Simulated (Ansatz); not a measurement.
**OH on the 1x1 (111) surface of fcc Ir, one in a 2x2 cell, started at the site 'bridge Ir-Ir (span 2.7 Å)'**

These are r2SCAN, at the PBE geometry (plane waves to 500 eV, PAW; Ansatz, a first-principles code) values and carry that method's errors.

Set-up: 18 atoms, 6.6 Å thick at the start under the adsorbate (thin: gaps and levels are the slab's own); mesh 6x6x1; 0.1 eV smearing; dipole correction on; single point; no symmetry held, on the structure that PBE left; no spin, no spin-orbit, no U, no dispersion correction. At the end it is bonded to 2 Ir. In PBE it is, or lies within 0.03 eV of, the lowest of the starts that converged; the order may differ at this level.

```json
{
 "adsorption energy against H2O(g) − ½ H2(g) at the same level": "443 meV",
 "work_function_of_the_top_face": "4.99 eV",
 "change_of_the_work_function": "-0.55 eV",
 "change_of_the_step_from_the_bottom_to_the_top_vacuum_level_against_the_clean_slab": "-0.57 eV",
 "height of the binding atom over the mean of the host atoms within 0.3 Å of the top one": "1.755 Å",
 "nearest_host_atoms_of_the_binding_atom": "Ir at 2.18 Å, Ir at 2.18 Å, Ir at 3.00 Å",
 "cost": "about 8 core-minutes (a rough figure)"
}
```

A negative adsorption energy means that the adsorbate is more stable on the surface than in its reference.
